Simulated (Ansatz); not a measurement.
A relaxation of cell and atoms of Ta3W (Fm-3m, 4 atoms in the cell) with Ansatz (a quantum-chemistry and plane-wave program).

Computed with LDA (PW92), default PAW files made with PBE (plane waves; Ansatz).

The change in words: atoms on their sites; basis.ecutwfc: 420 eV → 250 eV; relax: default → cell and atoms. Reference geometry:
```xyz
4
Lattice="0.0000 3.2508 3.2508 3.2508 0.0000 3.2508 3.2508 3.2508 0.0000" Properties=species:S:1:pos:R:3 pbc="T T T"
Ta     1.6254     1.6254     1.6254
Ta     4.8763     4.8763     4.8763
Ta     3.2508     3.2508     3.3008
W      0.0000     0.0000     0.0000
```

Reference input (self-consistent single point, DFT, LDA (PW92), plane waves, default PAW files made with PBE): basis.ecutwfc = 420 eV; kpoints.mp_grid.grid = 7 7 7; hamiltonian.xc = lda; hamiltonian.pseudopotentials = {kind: paw} (the program's default PAW files); scf.occupations.method = gaussian; scf.occupations.width = 0.1 eV. This run's input differs from it in these lines:

Ansatz 0.2 input:
```diff
@@ -8,6 +8,6 @@
     - { symbol: Ta, position: [0.750000, 0.750000, 0.750000] }
-    - { symbol: Ta, position: [0.507690, 0.507690, 0.492310] }
+    - { symbol: Ta, position: [0.500000, 0.500000, 0.500000] }
     - { symbol: W, position: [0.000000, 0.000000, 0.000000] }
 basis:
-  ecutwfc: 420.0 eV
+  ecutwfc: 250.0 eV
 kpoints:
@@ -19,2 +19,4 @@
   occupations: { method: gaussian, width: 0.1 eV }
+relax:
+  cell: {}
 output:
```

Log, with long lists cut:

```
   [... SCF lines of the steps left out ...]
relax step   1: F+E_penalty+E_count = -39176.93001306 eV  Δ(F+E_penalty+E_count) = +0.000e0 eV  max|allowed force component| = 3.180e-18 eV/Å  Δτ_max = 0.0000 Å  P = -6.640 GPa  Ω = 68.709 Å³  (6 SCF iters, dr2 threshold 1.00e-7 eV, accepted)
relax step   2: F+E_penalty+E_count = -39177.05066655 eV  Δ(F+E_penalty+E_count) = -1.207e-1 eV  max|allowed force component| = 2.544e-17 eV/Å  Δτ_max = 0.0000 Å  P = +39.373 GPa  Ω = 60.489 Å³  energy of the carried Pulay correction = +8.866e-1 eV  [...]
   [... lines left out ...]
relax step  11: F+E_penalty+E_count = -39176.96627318 eV  Δ(F+E_penalty+E_count) = -1.973e-3 eV  max|allowed force component| = 1.099e-17 eV/Å  Δτ_max = 0.0000 Å  P = -0.003 GPa  Ω = 66.771 Å³  energy of the carried Pulay correction = +1.968e-3 eV  [...]
relax step  12: F+E_penalty+E_count = -39176.96627318 eV  Δ(F+E_penalty+E_count) = +0.000e0 eV  max|allowed force component| = 1.142e-17 eV/Å  Δτ_max = 0.0000 Å  P = -0.005 GPa  Ω = 66.771 Å³  stress off target by 4.76e-3 GPa  SCF on the basis [...]
basis re-selected at this cell: Δ(F+E_penalty+E_count) = +0.000e0 eV, ΔP = -0.002 GPa vs the last step
the relaxation is at rest under the 48 symmetry operations that the run kept from its start: a minimum is not shown …
Stability not checked: this state was not tested for a lower state beside it, because too few of the mixer's solves of this state at the end of the SCF gave a …
Free energy (F): -39176.966273 eV
Internal energy: -39176.938465 eV  (E = F + TS)
   [... lines left out ...]
Fermi energy:    20.007969 eV
  cell:  # Å, volume = 66.7708 Å³
   [... lines left out ...]
    - [3.2199727925566513, -3.367722452991928e-34, 3.2199727925566513]
    - [3.2199727925566513, 3.2199727925566513, 2.6511857608659866e-34]
  atoms:
    - { symbol: Ta, position: [0.25, 0.25, 0.25] }
    - { symbol: Ta, position: [0.7500000000000001, 0.7500000000000001, 0.7500000000000001] }
    - { symbol: Ta, position: [0.5, 0.5, 0.5] }
    - { symbol: W, position: [-6.6160238343225e-36, 3.518340967824262e-36, 8.03348494366177e-36] }
```

The run converged.  The full log also holds: “iter 5 did not close the SCF: its close was put off for the readings that it lacked (scf_convergence_deferred on its scf_iter line)”. The full log also holds: “iter 3 did not close the SCF: its close was put off for the readings that it lacked (scf_convergence_deferred on its scf_iter line)”.

Summary of the result:
```
Property                                                                                                                Value
-----------------------------------------------  ----------------------------------------------------------------------------
Free energy E − TS (on the zero of these files)                                                                -39176.9663 eV
Fermi level (on the code's own zero)                                                                                 20.01 eV
Pressure                                                                                                             0.00 GPa
Final cell                                       a = 4.5537 Å, b = 4.5537 Å, c = 4.5537 Å, α = 60.00°, β = 60.00°, γ = 60.00°
Final volume per atom                                                                                                16.69 Å³
Relaxation steps                                                                                                           12
```

The starting cell comes from a database of computed structures (which also holds hypothetical and non-ambient phases and stackings), without a prior relaxation at this level. Its lattice was rescaled by up to half a per cent. Spin polarisation is off. The relaxation keeps the symmetry of its start, so its end need not be a minimum. Ansatz's pressure includes its estimate of the finite-basis (Pulay) stress. Without the estimate this run gives -16.93 GPa. The cutoff lies below the one recommended for these files.
